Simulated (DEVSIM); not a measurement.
Device: double heterostructure, GaAs between p- and n-type Al0.4Ga0.6As, at 300 K.

Layer 1 from the left is Al0.4Ga0.6As, thickness (μm) 0.440, Nd (cm⁻³) 2.7e16, τn (s) 3e-9, τp (s) 3e-9. Layer 2 from the left is GaAs, thickness (μm) 0.0860, Na (cm⁻³) 6.1e15, τn (s) 3e-9, τp (s) 3e-9. Layer 3 from the left is Al0.4Ga0.6As, thickness (μm) 0.870, Na (cm⁻³) 1.4e17, τn (s) 3e-9, τp (s) 3e-9.

Left contact: ohmic. Right contact: ohmic. Voltage is applied to the left contact. Recombination: SRH at mid-gap, radiative. Mobility is μmin + (μ − μmin)/(1 + (N/Nref)^α).

This is a model device: material constants are rounded textbook-type values typed into the input, and sizes, dopings and lifetimes were drawn at random. Values at 300 K.

Al0.4Ga0.6As: gap (eV) 1.9228, affinity (eV) 3.754, permittivity 11.76, Nc (cm⁻³) 7.93e17, Nv (cm⁻³) 9e18, μn (cm²/Vs) 3220, μp (cm²/Vs) 158, μn,min 500, μp,min 20, Nref,n 6e16, Nref,p 1.5e17, αn 0.39, αp 0.38, B (cm³/s) 2e-10. GaAs: gap (eV) 1.424, affinity (eV) 4.07, permittivity 12.9, Nc (cm⁻³) 4.7e17, Nv (cm⁻³) 9e18, μn (cm²/Vs) 8500, μp (cm²/Vs) 400, μn,min 500, μp,min 20, Nref,n 6e16, Nref,p 1.5e17, αn 0.39, αp 0.38, B (cm³/s) 2e-10.

Model (solved in DEVSIM): 1D drift-diffusion, Boltzmann statistics, complete ionisation; no tunnelling, impact ionisation, image-force lowering or self-heating. Band offsets follow the typed affinities; no thermionic-emission limit at abrupt steps, no polarisation charge.

**Question.** What does the simulation give for the dark forward voltage at 100 A/cm², the dark forward voltage at 1 A/cm², the potential step across the device at zero bias?

**Answer.** dark forward voltage at 100 A/cm² 1.361 V; dark forward voltage at 1 A/cm² 1.140 V; potential step across the device at zero bias 1.728 V.
